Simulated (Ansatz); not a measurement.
**hypothetical CsCl type MoP with two functionals**

Base system: MoP in the CsCl type structure (space group Pm-3m, No. 221; a = 3.0033 Å; a hypothetical phase, not in the database extracts checked).

(Cell as relaxed with PBE.)

Levels (all Ansatz, a quantum-chemistry and plane-wave program, PAW): PBE (420 eV, no SOC); PBEsol (420 eV, no spin-orbit coupling).

Each level relaxes its own structure.

```csv
quantity,PBE,PBEsol
volume per atom,13.54 Å³,___
lattice parameter a,3.003 Å,___
band gap,zero,___
```

Task: What does PBEsol give?

Result: 
- volume per atom, PBEsol: 13.16 Å³
- lattice parameter a, PBEsol: 2.975 Å
- band gap, PBEsol: zero

PBE's volume per atom lies 0.385 Å³ above PBEsol's (2.9 %); PBE's lattice parameter a lies 0.0288 Å above PBEsol's (1.0 %); the two agree on the band gap. Neither level is exact; PBEsol is the comparison here, not a measurement.

Whether these cells are dynamically stable was not tested. The final runs are not spin-polarised. An odd electron count without spin: MoP.
